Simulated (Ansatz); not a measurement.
Take SrTiO3 in the cubic perovskite structure (space group Pm-3m, No. 221; a = 3.891 Å) as the base. Axes: x, y, z lie along the cube axes.

Perturbation: biaxial strain +1.40 %, plane normal [001], relaxed out of plane (Cartesian); in-plane vectors clamped, the third vector and the atoms free.

The values are results of Ansatz (an electronic-structure program) PBEsol, without spin-orbit coupling, not measurements.

Problem. Give the band edges at the high-symmetry points of the new zone, measured from its valence-band maximum.

Solution. 
```json
[
 {"point": "Γ", "valence edge (eV)": "-0.35", "conduction edge (eV)": "1.78"},
 {"point": "X", "valence edge (eV)": "-0.73", "conduction edge (eV)": "1.98"},
 {"point": "M", "valence edge (eV)": "-0.15", "conduction edge (eV)": "3.69"},
 {"point": "Z", "valence edge (eV)": "-0.76", "conduction edge (eV)": "1.97"},
 {"point": "R", "valence edge (eV)": "-0.09", "conduction edge (eV)": "3.69"},
 {"point": "A", "valence edge (eV)": "0.00", "conduction edge (eV)": "4.35"}
]
```

The gap is 1.78 eV, indirect, A → Γ.

Stability against distortions was not tested. The final runs are not spin-polarised. Many cubic perovskites are stable only at high temperature; tilts and polar distortions were not tested. Labels are those of the standard path for the cell's own space group.
